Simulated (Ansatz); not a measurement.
# Response to strain in CdSe

Consider CdSe in the zinc blende structure (space group F-43m, No. 216; a = 6.0820 Å).

Strains are applied to the cell and any free atomic positions relax.

Level of theory: PBEsol/PAW in Ansatz (a first-principles code), no spin-orbit coupling, earlier PAW set.

Notes on the quantities. energy relative to the base: free energy F.

```json
[
 {"isotropic strain (%)": "-1.98", "energy relative to the base (meV/atom)": "17.3"},
 {"isotropic strain (%)": "-0.3", "energy relative to the base (meV/atom)": "?"},
 {"isotropic strain (%)": "0", "energy relative to the base (meV/atom)": "0.0"},
 {"isotropic strain (%)": "1.21", "energy relative to the base (meV/atom)": "5.8"},
 {"isotropic strain (%)": "4.09", "energy relative to the base (meV/atom)": "59.4"},
 {"isotropic strain (%)": "4.66", "energy relative to the base (meV/atom)": "75.6"}
]
```

Task: Fit ΔE = Aε² + Bε³ (ε in %) to the rows shown and predict the withheld row.

Result: Least squares on the printed values gives A = 4.13 and B = -0.14 meV/atom (largest residual 0.1 meV/atom); this predicts 0.4 meV/atom, and the run gives 0.4 meV/atom, in agreement.

Whether these cells are dynamically stable was not tested.
